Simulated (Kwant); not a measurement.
Model system: six-terminal Hall bar in a Si two-dimensional gas. Effective mass 0.19 mₑ, grid spacing 7.7 nm, hard walls, nominal width 200 nm (25 grid rows, so walls 200.2 nm apart), one parabolic valley, scattering region 520 nm long along x; energies count from the band bottom; Fermi energy 0.00125 eV. Four side probes 100 nm wide, two on each edge; current runs along x; the sign of the Hall resistance is a convention. Perpendicular field swept from 0.17096 to 3.4876 T, also in the leads; orbital effect alone.

The device is made up for the run: typed textbook-type constants, with dimensions and the other settings drawn at random.

Model: effective-mass tight-binding model on a square grid, one spin, coherent transport at 0 K (Kwant). Resistances are in h/e².

Problem. How many Landau levels lie under the Fermi energy, and what Hall resistance follows, at 1.25 meV and 0.902 T; 1.25 meV and 2.31 T; 1.25 meV and 2.59 T; 1.25 meV and 2.87 T?

Solution. ħωc = ħeB/m = 0.609 meV a tesla; levels lie at (n + ½)ħωc. E/ħωc = 2.28 gives 2 levels and h/(2e²) = 0.500; simulated 0.500. E/ħωc = 0.89 gives 1 level and h/(1e²) = 1.000; simulated 1.000. E/ħωc = 0.79 gives 1 level and h/(1e²) = 1.000; simulated 1.000. E/ħωc = 0.72 gives 1 level and h/(1e²) = 1.000; simulated 1.000.
